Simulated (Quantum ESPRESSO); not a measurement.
# A series of runs on Ta2Ni3Ge (P6_3/mmc, 12 atoms in the cell)

```
CELL_PARAMETERS angstrom
      4.80233     0.00000     0.00000
     -2.40117     4.15894     0.00000
      0.00000     0.00000     7.59851
ATOMIC_POSITIONS crystal
  Ta 0.66667 0.33333 0.94157
  Ta 0.33333 0.66667 0.05843
  Ta 0.33333 0.66667 0.44157
  Ta 0.66667 0.33333 0.55843
  Ni 0.17145 0.34290 0.75000
  Ni 0.82855 0.65710 0.25000
  Ni 0.82855 0.17145 0.25000
  Ni 0.17145 0.82855 0.75000
  Ni 0.65710 0.82855 0.75000
  Ni 0.34290 0.17145 0.25000
  Ge 0.00000 0.00000 0.00000
  Ge 0.00000 0.00000 0.50000
```
Moments meant for the start (each program seeds them in its own way; μB, in the order of the atoms Ta Ta Ta Ta Ni Ni Ni Ni Ni Ni Ge Ge): 1.0 1.0 1.0 1.0 0.0 0.0 0.0 0.0 0.0 0.0 0.0 0.0.

Base run A: LDA (PZ), PSlibrary ultrasoft (LDA) pseudopotentials (Quantum ESPRESSO), self-consistent single point.

Its settings: ecutwfc = 50 Ry; ecutrho = 300 Ry; occupations = smearing; smearing = marzari-vanderbilt; degauss = 0.019992 Ry; nspin = 2; K_POINTS = automatic 6 6 3 0 0 0; conv_thr = 1e-10 Ry; mixing_beta = 0.4.

The starting cell comes from a database of computed structures (which also holds hypothetical and non-ambient phases and stackings), without a prior relaxation at this level. Its lattice was rescaled by a random factor within 2.5 % of one. The starting moments vanished: the run ended non-magnetic, which need not be the lowest state.

Runs:
- B: pseudopotentials: {Ta: Ta.pz-spn-rrkjus_psl.1.0.0.UPF, Ni: Ni.pz-n-rrkjus_psl.1.0.0.UPF, Ge: Ge.pz-n-rrkjus_psl.1.0.0.UPF} → {Ta: Ta.pbe-spn-rrkjus_psl.1.0.0.UPF, Ni: Ni.pbe-n-rrkjus_psl.1.0.0.UPF, Ge: Ge.pbe-n-rrkjus_psl.1.0.0.UPF}; input_dft: default → pbesol [PBEsol]
- C: pseudopotentials: {Ta: Ta.pz-spn-rrkjus_psl.1.0.0.UPF, Ni: Ni.pz-n-rrkjus_psl.1.0.0.UPF, Ge: Ge.pz-n-rrkjus_psl.1.0.0.UPF} → {Ta: Ta.pbe-spn-rrkjus_psl.1.0.0.UPF, Ni: Ni.pbe-n-rrkjus_psl.1.0.0.UPF, Ge: Ge.pbe-n-rrkjus_psl.1.0.0.UPF}; input_dft: default → blyp [BLYP]
- D: pseudopotentials: {Ta: Ta.pz-spn-rrkjus_psl.1.0.0.UPF, Ni: Ni.pz-n-rrkjus_psl.1.0.0.UPF, Ge: Ge.pz-n-rrkjus_psl.1.0.0.UPF} → {Ta: Ta.pbe-spn-rrkjus_psl.1.0.0.UPF, Ni: Ni.pbe-n-rrkjus_psl.1.0.0.UPF, Ge: Ge.pbe-n-rrkjus_psl.1.0.0.UPF}; input_dft: default → wc [Wu-Cohen GGA]
- E: pseudopotentials: {Ta: Ta.pz-spn-rrkjus_psl.1.0.0.UPF, Ni: Ni.pz-n-rrkjus_psl.1.0.0.UPF, Ge: Ge.pz-n-rrkjus_psl.1.0.0.UPF} → {Ta: Ta.pbe-spn-rrkjus_psl.1.0.0.UPF, Ni: Ni.pbe-n-rrkjus_psl.1.0.0.UPF, Ge: Ge.pbe-n-rrkjus_psl.1.0.0.UPF}; input_dft: default → vdw-df2 [vdW-DF2]
- F: pseudopotentials: {Ta: Ta.pz-spn-rrkjus_psl.1.0.0.UPF, Ni: Ni.pz-n-rrkjus_psl.1.0.0.UPF, Ge: Ge.pz-n-rrkjus_psl.1.0.0.UPF} → {Ta: Ta.pbe-spn-rrkjus_psl.1.0.0.UPF, Ni: Ni.pbe-n-rrkjus_psl.1.0.0.UPF, Ge: Ge.pbe-n-rrkjus_psl.1.0.0.UPF}; input_dft: default → vdw-df-cx [vdW-DF-cx]

| run | pressure (GPa) | largest force (eV/Å) |
|---|---|---|
| A | 0.11 | 0.027 |
| B | 6.92 | 0.070 |
| C | 25.42 | 0.140 |
| D | 8.29 | 0.076 |
| E | 30.37 | 0.185 |
| F | 7.44 | 0.091 |

Run C against A: The pressure goes from 0.11 to 25.42 GPa and the largest force goes from 0.027 to 0.140 eV/Å.

Run B against A: The pressure goes from 0.11 to 6.92 GPa and the largest force goes from 0.027 to 0.070 eV/Å.

Left out of this page: 3 runs of the series held back from this collection.
